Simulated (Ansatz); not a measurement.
Base system: SiC in the wurtzite structure (space group P6_3mc, No. 186; a = 3.076 Å, c = 5.048 Å).

Level of theory: plane-wave PAW DFT at the PBEsol level (Ansatz, a program for electronic structure, 420 eV), without spin-orbit coupling.

For the base:

* **Electron mass**: 0.26 mₑ along c, 0.43 mₑ across (at K)
* **Pressure**: 0.0 kbar
* **Gap character**: indirect, Γ → K
* **Band gap**: 2.12 eV

It is then changed as follows: an isotropic linear strain of +3.00 %; the atoms relax in the strained cell.

Estimate the effect on the electron mass.

The electron mass becomes 0.27 mₑ along c, 0.45 mₑ across (at K) (base: 0.26 mₑ along c, 0.43 mₑ across (at K)).

How does this affect the pressure?

The pressure (mean of the normal stresses, compression positive) goes from zero to -165.7 kbar.

What does the calculation give for the gap character after the change?

The gap character stays indirect, Γ → K.

What happens to the energy relative to the base?

The energy grows by 53 meV/atom.

What does the calculation give for the band gap after the change?

The band gap rises by 0.16 eV, from 2.12 eV to 2.28 eV.

Effective masses come from finite differences of ±0.01 Å⁻¹. Gaps are Kohn–Sham eigenvalue differences; semilocal functionals usually give less than the measured gap. Whether these cells are dynamically stable was not tested.
